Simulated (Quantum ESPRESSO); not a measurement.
Troubleshooting Quantum ESPRESSO: a failed run on ZrCo₆Ge₆ (P6/mmm, 13 atoms in the cell). The aim is a self-consistent single point with DFT, PBEsol, plane waves, PSlibrary PAW (PBE) pseudopotentials.

Cell that was meant: a = 5.0060 Å, b = 5.0060 Å, c = 7.6492 Å, α = 90.00°, β = 90.00°, γ = 120.00°.

Part of the input:

```fortran
  smearing = 'methfessel-paxton'
  degauss = 0.0073499
  input_dft = 'pbesol'
/
ATOMIC_SPECIES
Zr    91.2240  Zr.pbe-spn-kjpaw_psl.1.0.0.UPF
Co    58.9332  Co.pbe-n-kjpaw_psl.1.0.0.UPF
```

Output (repeated stretches shortened):

```
     This program is part of the open-source Quantum ESPRESSO suite
     for quantum simulation of materials; please cite

 %%%%%%%%%%%%%%%%%%%%%%%%%%%%%%%%%%%%%%%%%%%%%%%%%%%%%%%%%%%%%%%%%%%%%%%%%%%%%%
     Error in routine  read_namelists (1):
      bad line in namelist &electrons: "   0.0000000000     0.0000000000    14.4548061451" (error could be in the previous line)
 %%%%%%%%%%%%%%%%%%%%%%%%%%%%%%%%%%%%%%%%%%%%%%%%%%%%%%%%%%%%%%%%%%%%%%%%%%%%%%

     stopping ...
```

**Question.** From the messages shown, name the fault and mend the input.

**Answer.** The fault is a required namelist left out. The program reads the namelists in a fixed order, even empty ones. To fix it, add the namelist. The program stopped before any SCF iteration.

The sound input it was made from differs as follows (other fixes are possible):
```diff
+/
+&electrons
+  conv_thr = 1.0d-10
+  mixing_beta = 0.3
```

With that input, the run converged in 17 iterations: free energy E − TS -30309.3612 eV; Fermi level (on the code's own zero) 13.18 eV; pressure 1.90 GPa; largest force (vector length) 0.125 eV/Å (DFT, PBEsol, plane waves, PSlibrary PAW (PBE) pseudopotentials).

On the sound input: the starting cell comes from a database of computed structures (which also holds hypothetical and non-ambient phases and stackings), without a prior relaxation at this level. Its lattice was rescaled by a random factor within 2.5 % of one. Spin polarisation is off.
